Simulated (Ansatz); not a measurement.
**Worked sum: energy of one form of K2PtH4 over another**

We look at the energy of one form of K2PtH4 over another. The value is E(A) − E(B), in meV per atom.

A: K2PtH4 (I4/mmm), 7 atoms in the cell; this is a cell from a database of computed structures that this text hasn't matched to a measured one.
```
K2PtH4
1.0
    2.91419     2.91419    -3.90095
   -2.91419     2.91419     3.90095
    2.91419    -2.91419     3.90095
K H Pt
2 4 1
Direct
  0.50000   0.25000   0.75000
  0.50000   0.75000   0.25000
  0.00000   0.20132   0.79868
  0.00000   0.79868   0.20132
  0.40264   0.20132   0.20132
  0.59736   0.79868   0.79868
  0.00000   0.00000   0.00000
```

B: K2PtH4 (P4₂/mnm), 14 atoms in the cell; this is a cell from a database of computed structures that this text hasn't matched to a measured one.
```
CELL_PARAMETERS angstrom
      5.65501     0.00000     0.00000
      0.00000     5.65501     0.00000
      0.00000     0.00000     8.22852
ATOMIC_POSITIONS crystal
  K  0.50000 0.00000 0.25000
  K  0.50000 0.00000 0.75000
  K  0.00000 0.50000 0.25000
  K  0.00000 0.50000 0.75000
  H  0.20754 0.20754 0.00000
  H  0.79246 0.79246 0.00000
  H  0.29246 0.70754 0.50000
  H  0.70754 0.29246 0.50000
  H  0.00000 0.00000 0.20160
  H  0.00000 0.00000 0.79840
  H  0.50000 0.50000 0.70160
  H  0.50000 0.50000 0.29840
  Pt 0.00000 0.00000 0.00000
  Pt 0.50000 0.50000 0.50000
```

Setting: static, neutral cells in Ansatz (PAW) whose structures rest at the PBE level. Ansatz (an electronic-structure program) runs with its default PAW set. Other levels take these structures. The lattices are those relaxed with PBE, so at other levels the solids can be strained, which adds to the spread. A dispersion term (D3(BJ), or D4 for r2SCAN) was computed beside these levels and is taken off wherever the name lacks it. Spin-orbit coupling is left out.

Total energies of the cells in eV, at zero smearing width. They compare only within one column; the weights balance every element.

```
cell                 atoms  weight           PBE          RPBE
-------------------  -----  ------  ------------  ------------
A: K2PtH4 (I4/mmm)       7      +2  -15664.98477  -15687.74577
B: K2PtH4 (P4₂/mnm)     14      −1  -31329.97243  -31375.48284
```

PBE: 2 × (-15664.98477) − (-31329.97243) = 0.003 eV; dividing by 14 atoms gives 0 meV/atom.

RPBE: 2 × (-15687.74577) − (-31375.48284) = -0.009 eV; dividing by 14 atoms gives -1 meV/atom.
